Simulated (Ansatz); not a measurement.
Rh: response to strain

The reference is Rh in the fcc (Cu type) structure (space group Fm-3m, No. 225; relaxed with 0.1 eV smearing).

```xyz
1
Lattice="0.0000 1.9008 1.9008 1.9008 0.0000 1.9008 1.9008 1.9008 0.0000" Properties=species:S:1:pos:R:3 pbc="T T T"
Rh     0.0000     0.0000     0.0000
```

Cartesian axes are those of the cell as printed.

Strains are applied to the cell and any free atomic positions relax; under biaxial strain the out-of-plane vector relaxes too.

Computed with r2SCAN, PAW, 500 eV (Ansatz, an electronic-structure program; without spin-orbit coupling).

Notes on the quantities. energy relative to the base: free energy F; in-plane stress: mean in-plane stress (compression positive).

| change | energy relative to the base | ratio −ε⊥/ε∥ | in-plane stress |
|---|---|---|---|
| base | 0 meV/atom | – | – |
| biaxial strain +0.42 %, plane normal [111], relaxed out of plane | +0.9 meV/atom | – | -2.5 GPa |
| biaxial strain +0.83 %, plane normal [111], relaxed out of plane | +3.5 meV/atom | 0.55 | -4.8 GPa |
| biaxial strain +1.25 %, plane normal [111], relaxed out of plane | +7.7 meV/atom | 0.55 | -7.0 GPa |
| biaxial strain +1.67 %, plane normal [111], relaxed out of plane | … | 0.55 | … |
| biaxial strain +2.08 %, plane normal [111], relaxed out of plane | +21 meV/atom | 0.54 | -11.0 GPa |
| biaxial strain +2.50 %, plane normal [111], relaxed out of plane | +29 meV/atom | 0.54 | -12.9 GPa |

Q: Complete the table.

A: 
- biaxial strain +1.67 %, plane normal [111], relaxed out of plane, energy relative to the base: +14 meV/atom
- biaxial strain +1.67 %, plane normal [111], relaxed out of plane, in-plane stress: -9.1 GPa

Whether these cells are dynamically stable was not tested. All final runs are without spin polarisation. Rh lies near a magnetic instability that expansion can trigger; it was not tested.
